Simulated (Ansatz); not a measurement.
Several settings converged on Ge (P3m1, 4 atoms in the cell)

```xyz
4
Lattice="3.9776 0.0000 0.0000 -1.9888 3.4447 0.0000 0.0000 0.0000 6.5664" Properties=species:S:1:pos:R:3 pbc="T T T"
Ge     1.9888     1.1482     0.4630
Ge     0.0000     2.2965     6.1534
Ge     0.0000     2.2965     3.6962
Ge     1.9888     1.1482     2.8702
```

Base method: LDA (PW92), default PAW files made with PBE (plane waves; Ansatz, a first-principles code).

Base settings: basis.ecutwfc = 30.9 Ry; kpoints.mp_grid.grid = 7 7 3; hamiltonian.xc = lda; hamiltonian.pseudopotentials = {kind: paw} (the program's default PAW files); scf.occupations.method = fermi_dirac; scf.occupations.width = 0.0073 Ry.

The count of work is k-points × plane waves × bands × iterations; it is no time. 

**The cutoff for other potential files**

Level: DFT, LDA (PW92), plane waves, harder PAW files (source: ansatz) made with PBE.

In this ladder: hamiltonian.pseudopotentials = {kind: paw, source: ansatz}.

The second cell is the first with its lattice scaled by 0.98.

The mesh stays at the base's, so the ladder's end is converged at best in this setting alone.

The first pressure column holds Ansatz's estimate of the finite-basis (Pulay) stress, which hides part of the cutoff error; the other is without it.

Only quantities that move along the ladder and can be compared are tabulated.

| basis.ecutwfc | free energy less the last step's (meV/atom) | energy of the compressed cell less the first (meV/atom) | pressure (GPa) | pressure without the Pulay estimate (GPa) | largest difference of a force vector from the last step's (eV/Å) | count of work / last |
|---|---|---|---|---|---|---|
| 27.2 Ry | 16236.93 | 86.96 | -0.19 | -466.62 | 0.056 | 0.096 |
| 33.1 Ry | 4105.21 | -28.90 | -1.60 | -163.29 | 0.026 | 0.15 |
| 42.3 Ry | 281.86 | 12.08 | -0.83 | -19.97 | 0.001 | 0.21 |
| 51.1 Ry | 7.61 | 10.43 | -0.89 | -1.81 | 0.000 | 0.28 |
| 60.3 Ry | 0.33 | 10.50 | -0.88 | -0.88 | 0.000 | 0.35 |
| 72.4 Ry | 0.25 | 10.50 | -0.88 | -0.88 | 0.000 | 0.47 |
| 90.4 Ry | 0.07 | 10.50 | -0.88 | -0.89 | 0.000 | 0.65 |
| 120.5 Ry | 0.00 | 10.49 | -0.88 | -0.88 | 0.000 | 1.0 |

Coarsest basis.ecutwfc that holds the pressure without the Pulay estimate within 0.2 GPa of the last step, with all finer ones: 60.3 Ry, at 0.35 of the last step's count of work; the step before is off by 0.93 GPa.

Coarsest basis.ecutwfc that holds the free energy within 2 meV/atom of the last step, with all finer ones: 60.3 Ry, at 0.35 of the last step's count of work; the step before is off by 7.6 meV/atom.

Coarsest basis.ecutwfc that holds the pressure within 0.1 GPa of the last step, with all finer ones: 42.3 Ry, at 0.21 of the last step's count of work; the step before is off by 0.71 GPa.

The energy difference between the two cells stays within 1 meV/atom of the last step's from 51.1 Ry on, the total only from 60.3 Ry on: much of the error is common to both cells and cancels.

At the lowest cutoff the pressure without the Pulay estimate lies 466 GPa under the last step's, the usual sign of Pulay stress in an incomplete plane-wave basis.

**The density cutoff**

The mesh stays at the base's, so the ladder's end is converged at best in this setting alone.

Only quantities that move along the ladder and can be compared are tabulated.

```csv
basis.ecutrho_ratio,free energy less the last step's (meV/atom),pressure (GPa),largest difference of a force vector from the last step's (eV/Å)
2,-27.99,0.24,0.025
3,-0.59,-0.88,0.000
4,-0.01,-0.91,0.000
5,0.00,-0.91,0.000
6,0.00,-0.91,0.000
8,0.00,-0.91,0.000
10,0.00,-0.91,0.000
12,0.00,-0.91,0.000
16,0.00,-0.91,0.000
```

Coarsest basis.ecutrho_ratio that holds the free energy within 0.5 meV/atom of the last step, with all finer ones: 4; the step before is off by 0.59 meV/atom.

Coarsest basis.ecutrho_ratio that holds the forces within 0.005 eV/Å of the last step, with all finer ones: 3; the step before is off by 0.025 eV/Å.

Coarsest basis.ecutrho_ratio that holds the pressure within 0.5 GPa of the last step, with all finer ones: 3; the step before is off by 1.2 GPa.

**The relaxed cell against the cutoff**

On Ge (P6_3/mmc, 4 atoms in the cell): atoms on their sites.

In this ladder: relax = cell and atoms.

The mesh stays at the base's, so the ladder's end is converged at best in this setting alone.

Only quantities that move along the ladder and can be compared are tabulated.

```tsv
basis.ecutwfc	relaxed volume (Å³/atom)	relaxation steps
15.4 Ry	22.181	78
18.4 Ry	22.395	25
21.7 Ry	22.126	12
26.1 Ry	22.194	6
30.9 Ry	22.176	4
37.1 Ry	22.177	4
46.3 Ry	22.176	4
61.7 Ry	22.176	4
```

Coarsest basis.ecutwfc that holds the relaxed volume within 0.111 Å³/atom of the last step, with all finer ones: 21.7 Ry; the step before is off by 0.22 Å³/atom.

On the base run: the starting cell comes from a database of computed structures (which also holds hypothetical and non-ambient phases and stackings), without a prior relaxation at this level. Its lattice was rescaled by up to half a per cent. One atom was moved a little off its site on purpose.

Keys are those of Ansatz 0.2.
